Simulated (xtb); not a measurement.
xtb 6.7.1, GFN2-xTB: Ag(OMe)(NH3) (C[O][Ag]<-[NH3]), 10 atoms. The geometry is a generated start, not checked to be a minimum at this level.

```json
{
  "method": "GFN2-xTB",
  "--acc": "1 (default)",
  "--etemp (K)": "300 (default)",
  "detailed input (--input)": "none: ANC optimiser, Lindh (1995) Hessian, microcycle=20, maxdispl=1.0, hlow=0.01 (default)",
  "basis_functions": "28",
  "valence_electrons": "32"
}
```

```xyz
10

Ag     0.1033     0.7262    -0.0602
O      0.9484    -0.3592     1.4398
C      0.8539    -1.7406     1.5742
H      1.3406    -2.2830     0.7460
H      1.3639    -2.0306     2.5048
H     -0.1876    -2.0966     1.6460
N     -0.9672     1.8266    -1.7518
H     -1.7632     2.3566    -1.4155
H     -1.3186     1.1396    -2.4096
H     -0.3736     2.4610    -2.2737
```

Charge 0 and multiplicity 1 are set for this test and not shown to be the ground state.

The structure is relaxed from this start with --opt LEVEL for the levels crude, sloppy, loose, lax, normal, tight, vtight, extreme, once each. Up to the end of the extreme run atoms move by at most 0.28 Å along an axis.

Choose the cheapest level whose final energy lies within 1 meV of that of extreme.

lax: 9 cycles against 19, ending 0.50 meV above.

| level | cycles | energy above the extreme run (meV) | gradient norm (eV/Å) |
|---|---|---|---|
| crude | 1 | 34 | 0.14 |
| sloppy | 1 | 34 | 0.14 |
| loose | 1 | 34 | 0.14 |
| lax | 9 | 0.50 | 0.065 |
| normal | 10 | 0.37 | 0.043 |
| tight | 16 | under 0.01 | 0.0078 |
| vtight | 17 | under 0.01 | 0.0055 |
| extreme | 19 | — | 0.0019 |
